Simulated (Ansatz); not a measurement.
Functionals compared on H2O on the (0001) surface of wurtzite GaN (2x2 Ga adatom at T4; a constructed slab, bottom: 3 H on 4 bottom sites), one in a cell of 36 Å², started at the site 'hollow Ga-Ga-Ga over Ga at depth 2.1 Å', in Ansatz (plane waves, PAW). The structure was relaxed with PBE; the other rows are single points on it, each with its references at the same level. Cutoff 420 eV (500 eV for r2SCAN).

Host crystal: wurtzite GaN, with a band gap (PBE, scalar-relativistic without spin-orbit coupling).

Slab: 47 atoms, 13.9 Å thick at the start with caps and adatoms under the adsorbate (thin: gaps and levels are the slab's own); k 4x4x1, smearing 0.01 eV, dipole-corrected; 23 atoms held, the rest relaxed; no symmetry held; no spin, no spin-orbit, no U, no dispersion correction. At the end it is bonded to Ga. In PBE it is, or lies within 0.03 eV of, the lowest of the starts that converged. These notes are the PBE run's. Adsorption energies are against H2O(g). A negative adsorption energy means that the adsorbate is more stable on the surface than in its reference.

```csv
functional,adsorption energy (eV),gap of the slab on its k-mesh (eV),highest filled level below the top vacuum level (eV)
PBE,-0.99,0.46,4.32
RPBE,-0.69,0.49,4.22
r2SCAN,…,…,…
```

### Question
What belongs in the gaps?

### Answer

- r2SCAN, adsorption energy (eV): -1.22
- r2SCAN, gap of the slab on its k-mesh (eV): 0.75
- r2SCAN, highest filled level below the top vacuum level (eV): 4.50

Ansatz is a first-principles code.
